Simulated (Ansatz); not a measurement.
Defect: Rh vacancy in fcc Rh, neutral cell. All values below come from PBE, PAW (plane waves to 420 eV; Ansatz, a quantum-chemistry and plane-wave program).

32-site cell at the relaxed PBE lattice, a 3×3×3 k-point mesh shifted by half a step, smearing 0.10 eV, spin-restricted, no finite-size correction. Static, classical nuclei. Forms of the defect that were not tried may lie lower.

Barriers: single points on a 5×5×5 k-point mesh shifted by half a step at the bands' geometries (they differ from the bands' own by up to 0.09 eV, and are uncertain by about as much).

The only route run: a nearby Rh atom hops onto the vacant site; the atom moves 2.67 Å along (0.00, 0.49, -0.49) of the unit cell; the moving atom starts with neighbours 4 Rh at 2.69, 2 Rh at 2.71, 4 Rh at 2.72, Rh at 2.73 Å and ends with 4 Rh at 2.69, 2 Rh at 2.71, 4 Rh at 2.72, Rh at 2.73 Å. Its barrier is 1.84 eV. The saddle point's order was not checked, and it lies on a symmetry element of the cell, where a band can be held. The defect has 12 equivalent sites to jump to, 2.71 Å away. Attempt frequency: take 10 THz as a typical guess.

Problem. Estimate the defect's diffusion coefficient at 400 K, how far it wanders in 1 s, and how much an error of 0.1 eV in the barrier would matter.

Solution. kT = 0.0345 eV, so each jump happens at Γ = ν exp(−E/kT) = 1.0e13 × exp(−53.38) ≈ 6.6e-11 s⁻¹. For uncorrelated jumps in a cubic host D = z λ² Γ / 6 = 12 × (2.71e-8 cm)² × 6.6e-11 / 6 ≈ 9.7e-26 cm²/s. The root-mean-square distance is √(6Dt) ≈ 8e-6 nm, less than one jump, so the defect is frozen in. An error of 0.1 eV changes D by a factor exp(0.1/kT) ≈ 18, and the distance by its square root. This is the isolated defect's own diffusivity; trapping, its concentration and zero-point motion are left out.
